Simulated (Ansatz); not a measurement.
## Pressure series in InP

Start from InP in the zinc blende structure (space group F-43m, No. 216; a = 5.960 Å).

Cell and atoms are relaxed at each pressure.

The values are results of PBE (Ansatz, a first-principles code, PAW, scalar-relativistic without spin-orbit coupling), earlier PAW set, not measurements.

Base values:

The band gap is 0.44 eV.

### Question
The aim is a band gap between 1.06 eV and 1.16 eV. Which of these changes reaches it?
A. pressure −1 GPa
B. pressure 1.5 GPa
C. pressure 0.3 GPa
D. pressure 10 GPa
E. pressure 5 GPa

### Answer
D, pressure 10 GPa. It gives 1.12 eV; pressure 1.5 GPa gives 0.57 eV; pressure 0.3 GPa gives 0.47 eV; pressure −1 GPa gives 0.34 eV; pressure 5 GPa gives 0.83 eV. Changes not listed may reach it too

Load acts through the strain it causes; cell and atoms are relaxed under it. Stability against distortions was not tested. Measured, InP leaves this structure (for rock salt) near 9.8 GPa (temperature not stated; as listed in Datta, Sujoy, Jana, Debnarayan, arXiv (2020)).
